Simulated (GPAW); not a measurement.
Band structure of Al3Cu (P4/mmm, 4 atoms in the cell).

```
CELL_PARAMETERS angstrom
      2.79897     0.00000     0.00000
      0.00000     2.79897     0.00000
      0.00000     0.00000     7.56900
ATOMIC_POSITIONS crystal
  Al 0.00000 0.00000 0.50000
  Al 0.50000 0.50000 0.22612
  Al 0.50000 0.50000 0.77388
  Cu 0.00000 0.00000 0.00000
```

Method of the run: LDA (Perdew-Wang 92), GPAW PAW datasets LDA (gpaw-data 1.0.1) (plane waves; GPAW).

Settings: mode = pw; ecut = 850 eV; xc = LDA; kpts = 15 15 6; mesh shift (steps) = 0 0 0; occupations.name = fermi-dirac; occupations.width = 0.1 eV; nbands = -10; convergence.density = 1e-05 e/electron; symmetry.symmorphic = false; symmetry.tolerance = 0.0005; maxiter = 100; bandpath_npoints = 40.

The starting cell comes from a database of computed structures (which also holds hypothetical and non-ambient phases and stackings), without a prior relaxation at this level. Its lattice was rescaled by a random factor within 2.5 % of one. Spin polarisation is off.

Levels in eV from the Fermi level, bands 6 to 13:
| point | 6 | 7 | 8 | 9 | 10 | 11 | 12 | 13 |
|---|---|---|---|---|---|---|---|---|
| Γ | -3.54 | -3.54 | -3.16 | -1.63 | 0.69 | 6.44 | 6.44 | 8.77 |
| X | -3.89 | -3.61 | -3.60 | -3.44 | -2.36 | -1.82 | 2.79 | 3.88 |
| M | -2.50 | -2.50 | -0.57 | -0.47 | 0.25 | 0.25 | 0.50 | 0.50 |
| Z | -3.54 | -3.54 | -3.43 | -3.16 | 4.32 | 5.79 | 6.92 | 6.92 |
| R | -4.16 | -3.61 | -3.44 | -2.56 | -0.90 | -0.88 | 0.13 | 0.81 |
| A | -1.71 | -1.71 | -1.70 | -1.70 | -0.62 | -0.62 | 0.66 | 1.50 |

Bands cross the Fermi level along this path, so the cell is metallic at this level.
